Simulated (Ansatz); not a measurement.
ZnSe: uniaxial strain ε_zz = +2.00 %

The parent structure is ZnSe in the zinc blende structure (space group F-43m, No. 216; a = 5.568 Å). Axes: x, y, z lie along the cube axes.

One thing is altered: the cell is stretched by 2.00 % along z with no lateral relaxation; the atoms relax in the strained cell.

Calculations: plane-wave PAW DFT at the LDA level (Ansatz, a first-principles code, 420 eV), no spin-orbit coupling. k-mesh 10×10×10 (Γ-centred); smearing 0.05 eV (Fermi–Dirac).

- Space group: I-4m2 (No. 119) (base F-43m (No. 216))
- Shortest interatomic distance: 2.427 Å (base 2.411 Å)
- Energy relative to the base (free energy F): +2.6 meV/atom
- Pressure (mean of the normal stresses, compression positive): -1.37 GPa (base 0.00 GPa)
- Band gap: 1.14 eV (base 1.25 eV)
- Gap character: direct at Γ (base direct at Γ)
- Electron mass: 0.086 mₑ (at Γ) (base 0.090 mₑ (at Γ))
- Valence-band top at Γ (three highest levels, from the VBM): 0.00, 0.00, -0.08 eV (base 0.00, 0.00, 0.00 eV)
- Valley order (the lowest conduction-band minima on the path, energy above the VBM, named in the base's zone): Γ 1.14 eV; L along [111] 2.38 eV (base Γ 1.25 eV; L along ⟨111⟩ 2.45 eV; X along ⟨100⟩ 2.69 eV)
- Stress (xx, yy, zz, yz, xz, xy; compression positive): (-1.10, -1.10, -1.91, 0.00, 0.00, 0.00) GPa

Masses are band curvatures over ±0.01 Å⁻¹ around the edge. No phonon test of stability was made. Labels are those of the standard path for the cell's own space group.
